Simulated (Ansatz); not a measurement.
Band structure of MoTe₂ (P6_3/mmc, 6 atoms in the cell).

```
MoTe2
1.0
    1.75824    -3.04536     0.00000
    1.75824     3.04536     0.00000
    0.00000     0.00000    13.94604
Te Mo
4 2
Direct
  0.33333   0.66667   0.87900
  0.66667   0.33333   0.37900
  0.66667   0.33333   0.12100
  0.33333   0.66667   0.62100
  0.33333   0.66667   0.25000
  0.66667   0.33333   0.75000
```

Method: PBE (plane waves, PAW; Ansatz, an electronic-structure program).

Settings: kpoints.mp_grid.grid = 6 6 2; hamiltonian.xc = pbe; hamiltonian.pseudopotentials = {kind: paw} (the program's default PAW files); scf.occupations.method = fermi_dirac; scf.occupations.width = 0.05 eV; kpoints.band_path.npoints = 8.

The starting cell has typed, rounded lattice constants, without a prior relaxation at this level. Its lattice was rescaled by a random factor within 2.5 % of one. Spin-orbit coupling is off.

Question: Predict the gap along the standard path and the places of the band edges.

Answer: The gap along the path is 0.72 eV, from Γ to a point between K and Γ; the smallest direct gap on it is 1.04 eV.

Levels in eV from the top of the valence band on the path, bands 43 to 50:
```
point     43     44     45     46    47    48    49    50
-----  -----  -----  -----  -----  ----  ----  ----  ----
Γ      -1.03  -1.03  -0.31   0.00  2.90  2.90  3.03  3.03
M      -1.03  -0.97  -0.62  -0.33  1.26  1.32  1.45  1.78
K      -1.84  -1.84  -0.32  -0.08  0.96  0.96  1.16  2.18
A      -1.05  -1.05  -0.08  -0.08  2.94  2.94  2.94  2.94
L      -0.98  -0.98  -0.47  -0.47  1.28  1.28  1.63  1.63
H      -2.00  -2.00  -0.22  -0.22  0.96  0.96  1.62  1.62
```

Keys are those of Ansatz 0.2.
